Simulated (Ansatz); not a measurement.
**Input and output of a self-consistent single point for SrGaSnH (P3m1, 4 atoms in the cell) (Ansatz, a first-principles code)**

Method of the run: LDA (PW92), default PAW files made with PBE (plane waves; Ansatz).

This input was run:

Ansatz 0.2 input:
```yaml
crystal:
  lattice:
    - [4.473958, 0.000000, 0.000000]
    - [-2.236979, 3.874561, 0.000000]
    - [0.000000, 0.000000, 5.150023]
  atoms:
    - { symbol: Sr, position: [0.000000, 0.000000, 0.998460] }
    - { symbol: Ga, position: [0.666667, 0.333333, 0.600880] }
    - { symbol: Sn, position: [0.333333, 0.666667, 0.450560] }
    - { symbol: H, position: [0.666667, 0.333333, 0.939400] }
basis:
  ecutwfc: 30.9 Ry
kpoints:
  mp_grid: { grid: [7, 7, 5] }
hamiltonian:
  xc: lda
  pseudopotentials: { kind: paw }
scf:
  occupations: { method: fermi_dirac, width: 0.0015 Ry }
output:
  forces: true
  eigenvalues: true
  stress: true
```

Log, with long lists cut:

```
WARN the atoms were moved onto the symmetric positions of the space group found under crystal.symmetry.tolerance 1.0e-5 (fractional …
WARN ansatz: RAYON_NUM_THREADS=1 ignored (pool sized by the plan → 1); use --threads N
Pseudopotentials: kind: paw
Pseudopotential: Sr, paw, valence charge 10
Pseudopotential: Ga, paw, valence charge 13
Pseudopotential: Sn, paw, valence charge 14
Pseudopotential: H, paw, valence charge 1
Crystal: 4 atoms, lattice volume = 89.274 Å³
Basis set: ecut = 420.4159175005146 eV, 1763 PW (Γ)
Bands: 23, of which v1, the nominal top of the filled ones, is band 19 counted from 1 (18 counted from 0)
Symmetry: 6 space group operations
Space group: P3m1 (ITA 156), of the structure as read, at distance tolerance 4.5e-5 Å
k-points: 32 of 245 (time reversal used)
PAW frozen core: Sr, regenerated for the run's functional, and the local potential with it
PAW frozen core: Ga, regenerated for the run's functional, and the local potential with it
PAW frozen core: Sn, regenerated for the run's functional, and the local potential with it
Initial density: superposition of atomic densities (neutral atoms: chi_scale 0, normalization atom), corrected by the library's trained network
Initial wavefunctions: pseudopotential atomic-orbital guess
Eigensolver: davidson
Functional: x = slater, c = lda
SCF iter   1: F=—  HF=-13048.505636 eV  |F-HF|=—  |Δ(HF+E_count)|=         —  Δρ=7.37e-3  dr2=3.39e-2  ethr=1.77e-3  ⟨swp⟩=8.0  Hψ=4209  notcnv=0
all-band conjugate gradients solve this SCF's bands
preconditioner: auto → Resta (q_TF=auto, 2.366 Å⁻¹)
SCF iter   2: F=—  HF=-13048.495092 eV  |F-HF|=—  |Δ(HF+E_count)|=   1.05e-2  Δρ=3.37e-3  dr2=6.45e-3  ethr=8.91e-5  ⟨swp⟩=2.1  Hψ=1232  notcnv=0
SCF iter   3: F=—  HF=-13048.493456 eV  |F-HF|=—  |Δ(HF+E_count)|=   1.64e-3  Δρ=4.69e-4  dr2=2.04e-4  ethr=1.70e-5  ⟨swp⟩=2.0  Hψ=1439  notcnv=0
SCF iter   4: F=—  HF=-13048.493410 eV  |F-HF|=—  |Δ(HF+E_count)|=   4.65e-5  Δρ=2.49e-4  dr2=3.88e-5  ethr=5.37e-7  ⟨swp⟩=2.0  Hψ=1312  notcnv=0
SCF iter   5: F=—  HF=-13048.493397 eV  |F-HF|=—  |Δ(HF+E_count)|=   1.24e-5  Δρ=8.16e-5  dr2=5.79e-6  ethr=1.02e-7  ⟨swp⟩=2.0  Hψ=1043  notcnv=0
SCF iter   6: F=—  HF=-13048.493395 eV  |F-HF|=—  |Δ(HF+E_count)|=   2.82e-6  Δρ=2.20e-5  dr2=7.00e-7  ethr=1.52e-8  ⟨swp⟩=2.0  Hψ=1056  notcnv=0
SCF iter   7: F=-13048.493394 eV  HF=-13048.493394 eV  |F-HF|=1.16e-8  |Δ(HF+E_count)|=   1.35e-7  Δρ=7.26e-6  dr2=5.84e-8  ethr=2.63e-10  ⟨swp⟩=6.7  Hψ=3476  notcnv=0
SCF 1 converged in 7 iterations: F = -13048.493394 eV  dr2 = 5.84e-8
SCF converged after 7 iterations
Free energy (F): -13048.493394 eV
Harris-Foulkes:  -13048.493394 eV  (|F-HF|=1.16e-8)
Internal energy: -13048.493394 eV  (E = F + TS)
E sigma→0 (E₀):  -13048.493394 eV
Entropy (-TS):   -0.000000 eV (-0.000 meV/atom)
Fermi energy:    8.386841 eV
--- Per-component energies (eV) ---
  E_band       = -267.254266
  E_kinetic    = 562.604831
  E_local      = -3914.511362  (includes V_loc(G=0)·N_el)
  E_nonlocal   = 604.137200
  E_hartree    = 1811.912146
  E_xc         = -628.000287
  E_vxc        = -330.352784  (∫ρ·V_xc dr)
  E_paw        = -8505.119911  (= ΣΔE_a)
  E_vpaw       = -812.960014  (= ΣTr[D̂ρ^β])
  E_aug_tail   = -0.001251  (compensation charges beyond the density's cutoff)
  E_ewald      = -2981.962275
  E_core_change = 2.447514  (= ΣΔE_core)
  E_smearing   = -0.000000  (= −TS)
  E_closure    = -0.000000  (closes the sum)
  Σ components = -13048.493394   (vs F -13048.493394, Δ=0.00e0)
--- Forces (eV/Å), atoms counted from 1 ---
  atom   1  Sr     0.00000000    -0.00000000    -0.02746971
  atom   2  Ga     0.00000000    -0.00000000     0.00401043
  atom   3  Sn     0.00000000     0.00000000     0.10525995
  atom   4  H      0.00000000    -0.00000000    -0.08180444
  max |Σ_I F_I| component: 3.78e-6 eV/Å
--- Stress (GPa, compression-positive) ---
       -3.821714       0.000000      -0.000000
        0.000000      -3.821714      -0.000000
       -0.000000      -0.000000      -3.300201
  P = ⅓ Tr σ = -3.6479 GPa (-36.479 kbar)
  The stress holds the Pulay correction. Without it, at fixed plane waves, as pw.x and ABINIT print it: P = -3.6791 GPa
--- Band table (eV; the first three rows and the last of 32) ---
  k-point 0: bands = ["-27.4965", "-12.7345", "-12.7345", "-12.6588", "-12.6588", "-12.6460", "-9.6000", "-9.4790", "-9.4790", "-6.8925", "-6.8316", "-6.8316", "-6.8024", "-6.8024", "-1.6053", "3.3952", "6.2755", "7.6232", "7.6232", "8.8923", [...]
  k-point 1: bands = ["-27.4964", "-12.7343", "-12.7343", "-12.6592", "-12.6592", "-12.6455", "-9.6125", "-9.4781", "-9.4781", "-6.8911", "-6.8320", "-6.8320", "-6.8023", "-6.8023", "-1.4464", "2.8120", "6.7998", "7.7861", "7.7861", "9.0409", [...]
  k-point 2: bands = ["-27.4961", "-12.7341", "-12.7341", "-12.6598", "-12.6598", "-12.6446", "-9.6324", "-9.4766", "-9.4766", "-6.8887", "-6.8326", "-6.8326", "-6.8023", "-6.8023", "-1.1326", "2.0132", "7.6887", "8.1572", "8.1572", "8.7762", [...]
  k-point 31: bands = ["-27.4896", "-12.7337", "-12.7293", "-12.6632", "-12.6599", "-12.6380", "-9.5938", "-9.5874", "-9.5464", "-6.8720", "-6.8442", "-6.8262", "-6.8036", "-6.7953", "0.6152", "1.5104", "4.1592", "5.3634", "6.6831", "10.0570", [...]
```

The run converged in 7 iterations.

The starting cell comes from a database of computed structures (which also holds hypothetical and non-ambient phases and stackings), without a prior relaxation at this level. Its lattice was rescaled by up to half a per cent. With a pressure of about -4 GPa the cell is away from its equilibrium volume at this level. Ansatz's pressure includes its estimate of the finite-basis (Pulay) stress.
